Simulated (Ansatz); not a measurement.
Si interstitial in metastable 2H silicon carbide: one set of geometries, relaxed with PBE, evaluated in Ansatz (PAW, plane waves to 420 eV, 500 eV under r2SCAN) with PBE, r2SCAN.

Cell and caveats: 96-site cell; 2×2×2 shifted k-points; start: void with 1C3Si nearest; finite-size errors of tenths of an eV; flagged in the runs: a host whose relaxation on this sampling wasn't shown to rest, a strain field that reaches the edge of the cell.

| quantity | PBE | r2SCAN |
|---|---|---|
| host gap (eV) | 2.31 | ___ |
| neutral formation energy against silicon (eV) | 10.34 | ___ |
| carrier at charge 0 | electron in a host band | not settled |

**Question.** Given the lower rungs, what does r2SCAN give?

**Answer.** 
- host gap (eV), r2SCAN: 2.68
- neutral formation energy against silicon (eV), r2SCAN: 10.98

Ansatz is an electronic-structure program.
